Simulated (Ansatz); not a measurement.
**Ansatz (a first-principles code) run on Pb (Fm-3m, 1 atom in the cell): self-consistent single point**

Level of theory: PBE, harder PAW files (source: ansatz) (plane waves; Ansatz).

The input file:

Ansatz 0.2 input:
```yaml
# Pb
crystal:
  lattice:
    - [0.000000, 2.483529, 2.483529]
    - [2.483529, 0.000000, 2.483529]
    - [2.483529, 2.483529, 0.000000]
  atoms:
    - { symbol: Pb, position_ang: [0.000000, 0.000000, 0.000000] }
basis:
  ecutwfc: 580.0 eV
kpoints:
  mp_grid: { grid: [8, 8, 8] }
hamiltonian:
  xc: pbe
  pseudopotentials: { kind: paw, source: ansatz }
scf:
  occupations: { method: cold, width: 0.2 eV }
output:
  forces: true
  eigenvalues: true
  stress: true
```

The program printed (abridged):

```
WARN ansatz: RAYON_NUM_THREADS=1 ignored (pool sized by the plan → 1); use --threads N
Pseudopotentials: kind: paw
Pseudopotential: Pb, paw, valence charge 22
Crystal: 1 atoms, lattice volume = 30.636 Å³
Basis set: ecut = 580 eV, 941 PW (Γ), exchange–correlation on 60×60×60 points (8 copies of the dense FFT grid, shifted against one another)
Bands: 15, of which v1, the nominal top of the filled ones, is band 11 counted from 1 (10 counted from 0)
Symmetry: 48 space group operations
Space group: Fm-3m (ITA 225), of the structure as read, at distance tolerance 3.1e-5 Å
k-points: 29 of 512
Initial density: superposition of atomic densities (chi_scale 0.1, normalization cell)
Initial wavefunctions: pseudopotential atomic-orbital guess
Eigensolver: davidson
Functional: x = pbe(κ = 0.804, μ = 0.2195149727645171), c = pbe(β = 0.06672455060314922)
SCF iter   1: F=—  HF=-15293.098286 eV  |F-HF|=—  |Δ(HF+E_count)|=         —  Δρ=8.43e-3  dr2=3.37e-2  ethr=3.10e-3  ⟨swp⟩=4.2  Hψ=2036  notcnv=0
all-band conjugate gradients solve this SCF's bands
preconditioner: auto → none
SCF iter   2: F=—  HF=-15293.087097 eV  |F-HF|=—  |Δ(HF+E_count)|=   1.12e-2  S|Δr|=    0.00e0  Δρ=3.55e-3  dr2=2.47e-3  ethr=1.53e-4  ⟨swp⟩=2.1  Hψ=842  notcnv=0
SCF iter   3: F=—  HF=-15293.086868 eV  |F-HF|=—  |Δ(HF+E_count)|=   2.30e-4  S|Δr|=    0.00e0  Δρ=1.21e-3  dr2=3.79e-4  ethr=1.12e-5  ⟨swp⟩=1.9  Hψ=676  notcnv=0
SCF iter   4: F=—  HF=-15293.086904 eV  |F-HF|=—  |Δ(HF+E_count)|=   3.60e-5  S|Δr|=    0.00e0  Δρ=1.31e-4  dr2=2.43e-6  ethr=1.72e-6  ⟨swp⟩=2.5  Hψ=647  notcnv=0
SCF iter   5: F=—  HF=-15293.086905 eV  |F-HF|=—  |Δ(HF+E_count)|=   1.29e-6  S|Δr|=    0.00e0  Δρ=4.95e-6  dr2=3.14e-9  ethr=4.55e-10  ⟨swp⟩=6.1  Hψ=2360  notcnv=0
SCF iter   6: F=-15293.086905 eV  HF=-15293.086905 eV  |F-HF|=6.91e-11  |Δ(HF+E_count)|=   1.84e-9  S|Δr|=    0.00e0  Δρ=5.76e-7  dr2=2.83e-11  ethr=1.43e-11  ⟨swp⟩=2.0  Hψ=1286  notcnv=0
SCF 1 converged in 6 iterations: F = -15293.086905 eV  dr2 = 2.83e-11
SCF converged after 6 iterations
Stability not checked (fill_not_monotonic)
Free energy (F): -15293.086905 eV
Harris-Foulkes:  -15293.086905 eV  (|F-HF|=6.91e-11)
Internal energy: -15293.090836 eV  (E = F + TS)
E sigma→0 (E₀):  -15293.088215 eV
Entropy (-TS):   0.003931 eV (3.931 meV/atom)
Fermi energy:    12.959751 eV
--- Per-component energies (eV) ---
  E_band       = -671.446149
  E_kinetic    = 801.203972
  E_local      = -5175.130254  (includes V_loc(G=0)·N_el)
  E_nonlocal   = 1391.430070
  E_hartree    = 1661.621222
  E_xc         = -240.414659
  E_vxc        = -291.273705  (∫ρ·V_xc dr)
  E_paw        = -10515.222188  (= ΣΔE_a)
  E_vpaw       = -720.918536  (= ΣTr[D̂ρ^β])
  E_aug_tail   = -0.000090  (compensation charges beyond the density's cutoff)
  E_ewald      = -3216.578909
  E_smearing   = 0.003931  (= −TS)
  E_closure    = -0.000000  (closes the sum)
  Σ components = -15293.086905   (vs F -15293.086905, Δ=0.00e0)
--- Forces (eV/Å), atoms counted from 1 ---
  atom   1  Pb     0.00000000    -0.00000000     0.00000000
  max |Σ_I F_I| component: 1.40e-31 eV/Å
--- Stress (GPa, compression-positive) ---
        1.985029       0.000000      -0.000000
       -0.000000       1.985029       0.000000
       -0.000000       0.000000       1.985029
  P = ⅓ Tr σ = 1.9850 GPa (19.850 kbar)
  The stress holds the Pulay correction. Without it, at fixed plane waves, as pw.x and ABINIT print it: P = 1.9843 GPa
--- Band table (eV; the first three rows and the last of 29) ---
  k-point 0: bands = ["-126.6717", "-68.3863", "-68.3863", "-68.3863", "-4.0424", "-4.0424", "-4.0424", "-3.9067", "-3.9067", "1.3383", "20.3706", "20.3706", "20.3706", "22.7635", "24.2400"]
  k-point 1: bands = ["-126.6717", "-68.3868", "-68.3864", "-68.3864", "-4.0431", "-4.0230", "-4.0230", "-3.9061", "-3.9061", "1.6363", "17.5919", "20.0259", "20.0259", "22.3036", "25.4043"]
  k-point 2: bands = ["-126.6717", "-68.3878", "-68.3866", "-68.3866", "-4.0497", "-4.0079", "-4.0079", "-3.8721", "-3.8721", "2.5237", "13.7651", "19.3441", "19.3441", "21.9532", "24.4615"]
  k-point 28: bands = ["-126.6716", "-68.3884", "-68.3884", "-68.3876", "-4.0296", "-3.9833", "-3.9833", "-3.8609", "-3.7422", "6.4005", "11.6723", "11.6723", "13.2985", "23.8080", "25.1219"]
```

The run converged in 6 iterations.

The starting cell comes from a database of computed structures (which also holds hypothetical and non-ambient phases and stackings), without a prior relaxation at this level. Its lattice was rescaled by a random factor within 2.5 % of one. Spin-orbit coupling is off. Ansatz's pressure includes its estimate of the finite-basis (Pulay) stress.
